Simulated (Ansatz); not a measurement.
bcc Nb: the defect Nb vacancy + H interstitial + H interstitial

All values below come from PBE, PAW (plane waves to 420 eV; Ansatz, a first-principles code). Details: 54-site cell; 4×4×4 shifted k-points; start: the Nb site; off centre in the vacancy; off centre in the vacancy; not converged in cell size; the relaxation kept the symmetry of the starting site; relaxed from one start, so a lower configuration may exist.

Neighbours after relaxation, in Å: of the emptied site: H 1.39, H 1.39; of the H atom: Nb 1.96, Nb 2.29, Nb 2.29, Nb 2.29, Nb 2.29, H 2.78; of the H atom: Nb 1.96, Nb 2.29, Nb 2.29, Nb 2.29, Nb 2.29, H 2.78.

Formation energies E_f are those of the neutral cell. Chemical conditions: host crystal and elements as references (Δμ(Nb) = 0.00 eV, Δμ(H) = 0.00 eV; H taken from its element, since no compound that bounds it was computed at this level; only phases computed here count, gases as isolated molecules at 0 K). Reference phases: H: H2 molecule in a box, Nb: bcc Nb.

The name describes the start; the neighbours show where the atoms ended.

```
charge         moment (μB)  point group  largest move off a lattice site (Å)  E_f, host crystal and elements as references (eV)
------  ------------------  -----------  -----------------------------------  -------------------------------------------------
0       not spin-polarised          D4h                                 0.08                                               1.35
```

Point groups are those of the whole cell at tolerances of 0.03 and 0.1 Å ("near" where only the looser one holds); none is given for unsettled states.
